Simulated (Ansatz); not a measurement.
Zr2N2O (Cc, No. 9, 10 atoms in the cell; start mp-1101159), treated with PBEsol in Ansatz (plane waves, PAW).

Run with plane-wave cutoff 520 eV, 8×8×8 k mesh, Fermi–Dirac smearing 0.01 eV, scalar-relativistic PAW data made under PBE.

Cell (relaxed with PBEsol):

```
CELL_PARAMETERS angstrom
      4.69977    -2.77629    -0.00106
      4.69977     2.77629    -0.00106
     -3.21618     0.00000     4.85817
ATOMIC_POSITIONS crystal
  Zr 0.33148 0.86514 0.57566
  Zr 0.86514 0.33148 0.07566
  Zr 0.14885 0.62720 0.92548
  Zr 0.62720 0.14885 0.42548
  N  0.96020 0.05105 0.26525
  N  0.05105 0.96020 0.76525
  N  0.45586 0.25507 0.74719
  N  0.25507 0.45586 0.24719
  O  0.74836 0.55679 0.73642
  O  0.55679 0.74836 0.23642
```

Problem. Give the computed band gap, smallest direct gap on the k points sampled and Γ–Γ gap.

Solution. 
band gap: 2.02 eV
smallest direct gap on the k points sampled: 2.04 eV
Γ–Γ gap: 2.85 eV

Spin–orbit coupling is not included.

The computed numbers hold no vibrational or temperature effects.

Computing time: very roughly 2.1 core-minutes.

A start named mp-… is a Materials Project structure, which need not be a measured phase.

Ansatz is an electronic-structure program.
